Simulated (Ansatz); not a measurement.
Take PbTe in the zinc blende structure (space group F-43m, No. 216; a hypothetical phase, not in the database extracts checked) as the base.

```
PbTe
1.0
    0.00000     3.60280     3.60280
    3.60280     0.00000     3.60280
    3.60280     3.60280     0.00000
Te Pb
1 1
Direct
  0.25000   0.25000   0.25000
  0.00000   0.00000   0.00000
```

All numbers come from Kohn–Sham DFT with the PBEsol functional, run in Ansatz (a quantum-chemistry and plane-wave program) with PAW and 420 eV plane waves, no SOC.

For the base:

The gap character comes out as indirect, W → X and the smallest direct gap comes out as 1.11 eV.

The change: full substitution Te → O; the structure is relaxed again.

Q: What does the calculation give for the gap character and smallest direct gap after the change?

A: The gap character is still indirect, W → X; the smallest direct gap drops by 0.61 eV (1.11 eV → 0.50 eV).

With Pb and Te present, leaving out spin-orbit coupling can change the band edges. Stability against distortions was not tested. As relaxed here, PbO is a hypothetical phase, not in the database extracts checked.
